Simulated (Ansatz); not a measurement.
What biaxial strain −3.00 %, plane normal [001], relaxed out of plane does to SrTiO3

The parent structure is SrTiO3 in the cubic perovskite structure (space group Pm-3m, No. 221; a = 3.8911 Å). Axes: x, y, z lie along the cube axes.

The change: biaxial strain −3.00 %, plane normal [001], relaxed out of plane (Cartesian); in-plane vectors clamped, the third vector and the atoms free.

Level of theory: PBEsol (Ansatz, a quantum-chemistry and plane-wave program), no SOC. k-mesh 9×9×9 (Γ-centred); smearing 0.05 eV (Fermi–Dirac).

- Volume per atom: 11.30 Å³ (base 11.78 Å³)
- Shortest interatomic distance: 1.887 Å (base 1.946 Å)
- Energy relative to the base (free energy F): +29 meV/atom
- Pressure (mean of the normal stresses, compression positive): 9.27 GPa (base -0.01 GPa)
- Band gap: 1.81 eV (base 1.85 eV)
- Gap character: indirect, A → Γ
- Smallest direct gap: 2.18 eV (base 2.19 eV)
- Out-of-plane strain: +1.94 %
- Ratio −ε⊥/ε∥: 0.65
- Mean in-plane stress (compression positive): +13.9 GPa

Whether these cells are dynamically stable was not tested. All final runs are without spin polarisation. Many cubic perovskites are stable only at high temperature; tilts and polar distortions were not tested. k-point labels follow each cell's own Brillouin zone.
